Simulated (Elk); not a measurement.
Elk run on Sc (P6_3/mmc, 4 atoms in the cell): self-consistent single point.

Method: LDA (PW92), all-electron FP-LAPW, Elk's shipped species files, APW+lo basis with extra local orbitals (Elk).

```xyz
4
Lattice="3.2190 0.0000 0.0000 -1.6095 2.7877 0.0000 0.0000 0.0000 10.3572" Properties=species:S:1:pos:R:3 pbc="T T T"
Sc     0.0000     0.0000     0.0000
Sc     0.0000     0.0000     5.1786
Sc     0.0000     1.8585     2.5893
Sc     1.6095     0.9292     7.7679
```

Reference input (self-consistent single point, DFT, PBE, all-electron FP-LAPW, Elk's shipped species files, APW+lo basis with extra local orbitals): xctype = 20; rgkmax = 8; swidth = 0.00183747 Ha; ngridk = 8 8 3; gmaxvr = 14 1/bohr; nxlo = 2; lorbcnd = true; lmaxi = 2; maxscl = 100. This run's input differs from it in these lines:

```diff
@@ -2,5 +2,2 @@
   0
-
-xctype
-  20
```

Log, with long lists cut:

```
│ Self-consistent loop started │
│ Loop number : 1 │
 total energy                :     -3050.83529895
│ Loop number : 2 │
 total energy                :     -3050.88416784
RMS change in Kohn-Sham potential (target) :   0.3087864903E-01 (  0.1000000000E-05)
Absolute change in total energy (target)   :   0.4886889526E-01 (  0.1000000000E-03)
│ Loop number : 3 │
 total energy                :     -3050.92534044
RMS change in Kohn-Sham potential (target) :   0.2981024023E-01 (  0.1000000000E-05)
Absolute change in total energy (target)   :   0.5338982048E-01 (  0.1000000000E-03)
│ Loop number : 4 │
   [... lines left out ...]
Absolute change in total energy (target)   :   0.1933952502E-02 (  0.1000000000E-03)
│ Loop number : 12 │
 total energy                :     -3050.05389773
RMS change in Kohn-Sham potential (target) :   0.5470551488E-06 (  0.1000000000E-05)
Absolute change in total energy (target)   :   0.3130822756E-03 (  0.1000000000E-03)
│ Loop number : 13 │
 total energy                :     -3050.05392742
RMS change in Kohn-Sham potential (target) :   0.1675382230E-06 (  0.1000000000E-05)
Absolute change in total energy (target)   :   0.4857908743E-04 (  0.1000000000E-03)
Convergence targets achieved

│ Loop number : 14 │

Energies :
 Fermi                       :     0.223149406227
 total energy                :     -3050.05393402

Density of states at Fermi energy :    194.6777211
 (states/Hartree/unit cell)

Estimated indirect band gap :   0.1106129739E-02
 from k-point     19 to k-point      4
Estimated direct band gap   :   0.1641227292E-02
 at k-point     19

Charges :
 core                        :    40.00000000
 valence                     :    44.00000000
 interstitial                :    7.330124235
 muffin-tins (core leakage)
  species :    1 (Sc)
   atom    1                 :    19.16878817     (  0.3374729829E-08)
   atom    2                 :    19.16878817     (  0.3374729829E-08)
   atom    3                 :    19.16614971     (  0.3403025417E-08)
   atom    4                 :    19.16614971     (  0.3403025417E-08)
 total in muffin-tins        :    76.66987577
 total calculated charge     :    84.02313406
 total charge                :    84.00000000
 error                       :   0.2313405508E-01

│ Self-consistent loop stopped │
```

The run converged in 14 iterations. The count includes the last loop, which Elk runs after its targets are met. 

The starting cell was generated: these elements placed on a structure prototype, without a prior relaxation; it need not be a known phase or ordering of this composition. Its lattice was rescaled by a random factor within 2.5 % of one. Values depend on the basis (sphere radii, cutoffs, local orbitals), which need not be converged. The log's line on a gap gives a spacing of levels on this mesh, which the program prints for metals too.
